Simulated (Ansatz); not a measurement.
Abridged Ansatz (a quantum-chemistry and plane-wave program) output:

```
Relaxation: its limit of steps is 50 (relax.max_steps)
Pseudopotential: Mg, paw, valence charge 10
Crystal: 2 atoms, lattice volume = 47.325 Å³
Basis set: ecut = 420 eV, 929 PW (Γ), exchange–correlation on 48×48×72 points (8 copies of the dense FFT grid, shifted against one another)
Bands: 14, of which v1, the nominal top of the filled ones, is band 10 counted from 1 (9 counted from 0)
Symmetry: 24 space group operations
k-points: 288 of 4851
Functional: x = pbe(κ = 0.804, μ = 0.2195149727645171), c = pbe(β = 0.06672455060314922)
SCF iter   1: F=—  HF=-3847.611476 eV  |F-HF|=—  |Δ(HF+E_count)|=         —  Δρ=8.33e-4  dr2=3.87e-4  ethr=1.77e-3  ⟨swp⟩=5.0  Hψ=20341  notcnv=0
SCF iter   2: F=—  HF=-3847.611072 eV  |F-HF|=—  |Δ(HF+E_count)|=   4.04e-4  Δρ=5.36e-4  dr2=1.61e-4  ethr=1.94e-6  ⟨swp⟩=2.0  Hψ=8380  notcnv=0
SCF 1 converged in 8 iterations: F = -3847.611147 eV  dr2 = 1.70e-11
relax step   1: F+E_penalty+E_count = -3847.61114660 eV  Δ(F+E_penalty+E_count) = +0.000e0 eV  max|allowed force component| = 7.401e-17 eV/Å  Δτ_max = 0.0000 Å  (8 SCF iters, accepted)
SCF converged after 8 iterations
Free energy (F): -3847.611147 eV
Internal energy: -3847.583426 eV  (E = F + TS)
E sigma→0 (E₀):  -3847.597286 eV
Entropy (-TS):   -0.027721 eV (-13.860 meV/atom)
Fermi energy:    5.402874 eV
--- Forces (eV/Å), atoms counted from 1 ---
  atom   1  Mg    -0.00000000    -0.00000000     0.00000000
  atom   2  Mg    -0.00000000     0.00000000     0.00000000
--- Stress (GPa, compression-positive) ---
       -0.516282       0.000000       0.000000
        0.000000      -0.516282       0.000000
        0.000000       0.000000      -1.823043
  P = ⅓ Tr σ = -0.9519 GPa (-9.519 kbar)
--- Relaxed structure (1 steps of the walk, 1 accepted, 0 SCFs on fresh bases) ---
  atoms:
    - { symbol: Mg, position: [0.6666666666666665, 0.33333333333333326, 0.7499999999999998] }
    - { symbol: Mg, position: [0.33333333333333326, 0.6666666666666665, 0.24999999999999994] }
```

Problem. What was computed, and what are the main results?

Solution. Mg, 2 atoms in the cell, with PBE (Ansatz, PAW, spin-orbit coupling left out). The last SCF converged to F = -3847.611147 eV, or -1923.8056 eV per atom, at a pressure of -0.95 GPa. The total energy compares only with runs of the same code, potentials and settings.

The cells carry an imposed strain or load. No phonon test of stability was made. The cell was made from Mg in the hcp (Mg type) structure (space group P6_3/mmc, No. 194) by this change: uniaxial strain ε_zz = +3.00 %.

Keys are those of Ansatz 0.2.
